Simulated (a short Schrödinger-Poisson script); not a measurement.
Stack: gated Al0.25Ga0.75As/GaAs modulation-doped gas, at 300 K.

```csv
layer,material,thickness (nm),Nd (cm⁻³),Na (cm⁻³)
1,Al0.25Ga0.75As,30,-,-
2,Al0.25Ga0.75As,10,1.1e18,-
3,Al0.25Ga0.75As,2,-,-
4,GaAs,6000,-,9e14
```

The device is made up for the run: typed textbook-type constants, with dimensions and the other settings drawn at random. Al0.25Ga0.75As: permittivity 12.19, conduction-band edge (eV) 0.198, gap (eV) 1.736, electron mass (mₑ) 0.0878, Nv at 300 K (cm⁻³) 9e18. GaAs: permittivity 12.9, conduction-band edge (eV) 0, gap (eV) 1.424, Nv at 300 K (cm⁻³) 9e18.

Channel valleys (confinement mass, in-plane density-of-states mass, number): Γ 0.067, 0.067, 1. At the gate the conduction-band edge of layer 1 lies 0.95 eV − eVg above the Fermi level of the channel; the field vanishes at the back. The barrier under the gate holds no holes. Gaps are held at their typed values at every temperature. Mesh 0.08 nm at interfaces.

From a short Schrödinger-Poisson script (our own, NumPy): 1D Poisson equation in equilibrium, electrons quantum, Hartree plus LDA exchange-correlation (BenDaniel-Duke, 40 states a valley, the channel's in-plane mass for all, wave functions free to enter the barrier), parabolic valleys, classical holes, full ionisation, no traps, pinning or gate leakage.

The same stack at other levels of the model or other numerical settings:

```csv
run,sheet density of all electrons at Vg = 0.5 V (cm⁻²),capacitance at Vg = 0.5 V (μF/cm²),centroid of the channel electrons at Vg = 0.5 V (nm),gate voltage at 1e11 electrons/cm² (V),rough cost against the base
base,3.66e11,0.211,11.51,0.28,about 1
"electrons treated as classical, Boltzmann",3.77e11,0.219,9.42,0.28,0.02
"electrons treated as classical, Fermi-Dirac",3.70e11,0.212,10.15,0.28,0.1
"electrons treated as quantum, Hartree",3.57e11,0.209,12.00,0.29,0.7
mesh six times as coarse,3.66e11,0.211,11.62,0.28,0.3
one subband a valley,3.48e11,0.211,6.50,0.30,0.2
```

The classical rows ignore confinement, and Boltzmann statistics overrate the density once the band edge passes the Fermi level.
